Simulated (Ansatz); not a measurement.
A computed series for hypothetical zinc blende CaO: response to strain

The parent structure is CaO in the zinc blende structure (space group F-43m, No. 216; a = 5.2437 Å; a hypothetical phase, not in the database extracts checked). Axes: x, y, z lie along the cube axes.

Strains are applied to the cell and any free atomic positions relax; under biaxial strain the out-of-plane vector relaxes too.

Level of theory: Ansatz (a quantum-chemistry and plane-wave program), PBE, PAW, cutoff 420 eV, spin-orbit coupling left out.

Notes on the quantities. energy relative to the base: free energy F.

```csv
variant,gap character,energy relative to the base,smallest direct gap
base,"indirect, W → Γ",0 meV/atom,3.86 eV
"biaxial strain −4.86 %, plane normal [001], relaxed out of plane","indirect, M → Γ",+16 meV/atom,3.94 eV
"biaxial strain −0.81 %, plane normal [111], relaxed out of plane","indirect, F → Γ",+1.0 meV/atom,3.90 eV
isotropic strain −1.71 %,"indirect, W → Γ",+12 meV/atom,4.14 eV
isotropic strain −0.40 %,"indirect, W → Γ",+0.6 meV/atom,3.93 eV
isotropic strain +3.51 %,"indirect, X → Γ",+42 meV/atom,3.35 eV
isotropic strain +5.72 %,"indirect, X → Γ",+106 meV/atom,3.07 eV
uniaxial strain ε_xx = +5.27 %,"indirect, M → Γ",+14 meV/atom,3.58 eV
uniaxial strain ε_zz = +0.65 %,"indirect, M → Γ",+0.2 meV/atom,3.83 eV
tensor shear ε_xy = +0.97 %,"indirect, X → Γ",+0.8 meV/atom,3.83 eV
```

Gaps are Kohn–Sham eigenvalue differences; semilocal functionals usually give less than the measured gap. No phonon test of stability was made. k-point labels follow each cell's own Brillouin zone.
